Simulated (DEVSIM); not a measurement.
Structure: Schottky contact on n-type InP, at 350 K.

Layer 1 from the left is InP, thickness (μm) 14.0, Nd (cm⁻³) 1e15, τn (s) 7.1e-9, τp (s) 7.1e-9.

Left contact: Schottky, work function 5.41 eV, emission velocity 2e6 cm/s. Right contact: ohmic. Voltage is applied to the left contact. Recombination: SRH at mid-gap, Auger. Mobility is constant in doping.

This is a model device: material constants are rounded textbook-type values typed into the input, and sizes, dopings and lifetimes were drawn at random. Values at 300 K; Nc and Nv go as T^1.5, mobilities as T to minus their exponent, the gap by Varshni's rule with the affinity fixed.

InP: gap (eV) 1.344, affinity (eV) 4.38, permittivity 12.5, Nc (cm⁻³) 5.7e17, Nv (cm⁻³) 1.1e19, μn (cm²/Vs) 5200, μp (cm²/Vs) 170, T exponent of μn 2, T exponent of μp 2, Cn (cm⁶/s) 9e-31, Cp (cm⁶/s) 9e-31, Varshni α (eV/K) 0.000363, Varshni β (K) 162.

Task: Estimate by hand the built-in potential, the peak field at zero bias, the capacitance at -6 V, and compare with a numerical solution.

Result: 
- Built-in potential: barrier φB = 1.030 eV; Vbi = φB − kT/q ln(N_band/N) = 0.832 V; numerical 0.832 V.
- Peak field at zero bias: depletion approximation: W = √(2εVbi/(qN)) = 1.07 μm with N = 1.00e15 cm⁻³; field = 2Vbi/W = 15500 V/cm; numerical 15400 V/cm (estimate above by 0.60 %).
- Capacitance at -6 V: C = √(qεN / 2(Vbi + |V|)) = 3.60 nF/cm²; numerical 3.60 nF/cm².

Simulated with DEVSIM: 1D drift-diffusion, Boltzmann statistics, complete ionisation; no tunnelling, impact ionisation, image-force lowering or self-heating. Metal contacts follow the ideal Schottky-Mott rule: no Fermi-level pinning, no interface dipoles.
